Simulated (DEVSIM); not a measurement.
Structure: abrupt GaAs p-n junction, at 350 K.

```tsv
layer (left to right)	material	thickness (μm)	Nd (cm⁻³)	Na (cm⁻³)	τn (s)	τp (s)
1	GaAs	6.10	-	1.4e16	4e-10	4e-10
2	GaAs	26.0	1.1e17	-	4e-10	4e-10
```

Left contact: ohmic. Right contact: ohmic. Voltage is applied to the left contact. Recombination: SRH at mid-gap. Mobility is μmin + (μ − μmin)/(1 + (N/Nref)^α).

Constants are typed, rounded textbook-type inputs, not results; the design itself was drawn at random and stands for no fabricated device. Values at 300 K; Nc and Nv go as T^1.5, mobilities as T to minus their exponent, the gap by Varshni's rule with the affinity fixed.

```
parameter             GaAs
----------------  --------
gap (eV)             1.424
affinity (eV)         4.07
permittivity          12.9
Nc (cm⁻³)           4.7e17
Nv (cm⁻³)             9e18
μn (cm²/Vs)           8500
μp (cm²/Vs)            400
μn,min                 500
μp,min                  20
Nref,n                6e16
Nref,p              1.5e17
αn                    0.39
αp                    0.38
T exponent of μn       2.1
T exponent of μp       2.2
Varshni α (eV/K)  0.000541
Varshni β (K)          204
```

Model (solved in DEVSIM): 1D drift-diffusion, Boltzmann statistics, complete ionisation; no tunnelling, impact ionisation, image-force lowering or self-heating.

Task: Tabulate band edges, carrier densities and field at zero bias.

Result: Energies count from the Fermi level of the right contact; mesh points crowd at the junctions.

```tsv
x (μm)	Ec (eV)	Ev (eV)	n (cm⁻³)	p (cm⁻³)	field (V/cm)
0.000	1.199	-0.202	< 1e2	1.4e16	≈ 0
0.03975	1.199	-0.202	< 1e2	1.4e16	≈ 0
0.1448	1.199	-0.202	< 1e2	1.4e16	≈ 0
0.4225	1.199	-0.202	< 1e2	1.4e16	≈ 0
1.608	1.199	-0.202	< 1e2	1.4e16	≈ 0
3.901	1.199	-0.202	< 1e2	1.4e16	≈ 0
5.248	1.199	-0.202	< 1e2	1.4e16	≈ 0
5.884	1.074	-0.327	200	2.2e14	-19000
6.034	0.568	-0.833	3.9e9	1.2e7	-49000
6.090	0.263	-1.138	9.6e13	470	-60000
6.120	0.109	-1.292	1.6e16	< 1e2	-32000
6.239	0.051	-1.350	1.1e17	< 1e2	-12
6.510	0.051	-1.350	1.1e17	< 1e2	≈ 0
7.230	0.051	-1.350	1.1e17	< 1e2	≈ 0
10.33	0.051	-1.350	1.1e17	< 1e2	≈ 0
17.38	0.051	-1.350	1.1e17	< 1e2	≈ 0
26.12	0.051	-1.350	1.1e17	< 1e2	≈ 0
29.86	0.051	-1.350	1.1e17	< 1e2	≈ 0
31.51	0.051	-1.350	1.1e17	< 1e2	≈ 0
31.89	0.051	-1.350	1.1e17	< 1e2	≈ 0
32.04	0.051	-1.350	1.1e17	< 1e2	≈ 0
32.10	0.051	-1.350	1.1e17	< 1e2	≈ 0
```
